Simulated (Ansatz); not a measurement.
## Phonons of rock salt KCl at temperature

Method: the stochastic self-consistent harmonic approximation in a 3×3×3 supercell, DFT at the PBEsol level (Ansatz, a first-principles code). The cell is fixed at its relaxed static size. Melting and transitions to other phases are not modelled. An odd repeat of the supercell leaves out some zone-boundary points, where instabilities often lie. Frequencies in cm⁻¹ at q = (0.00, 0.00, 0.33) (fractions of the primitive reciprocal vectors), each column in ascending order, rows equal in every column written once; i marks an imaginary mode. The auxiliary (Gaussian) frequencies are positive by construction; the free-energy Hessian decides stability.

| harmonic | Gaussian 300 K | Hessian 300 K | Gaussian 600 K | Hessian 600 K |
|---|---|---|---|---|
| 76 | 80 | 73 | 83 | 71 |
| 107 | 110 | 106 | 113 | 105 |
| 124 | 132 | 121 | 137 | 119 |
| 181 | 186 | 179 | 190 | 178 |

```yaml
pressure at 300 K in this cell: 0.60 ± 0.00 GPa
pressure at 600 K in this cell: 1.10 ± 0.00 GPa
pressure near 300 K by path-integral sampling of the fitted surface: 0.64 GPa
pressure near 600 K by path-integral sampling of the fitted surface: 1.20 GPa
static_pressure: 0.00 GPa
```

Over all wave vectors of the supercell the softest harmonic mode is 51 cm⁻¹ at q = (0.00, 0.33, 0.33); the softest of the Hessian is 48 cm⁻¹ at q = (0.00, 0.33, 0.33) at 300 K (error under 1; the run's verdict: stable), 47 cm⁻¹ at q = (0.00, 0.33, 0.33) at 600 K (error under 1; the run's verdict: stable).
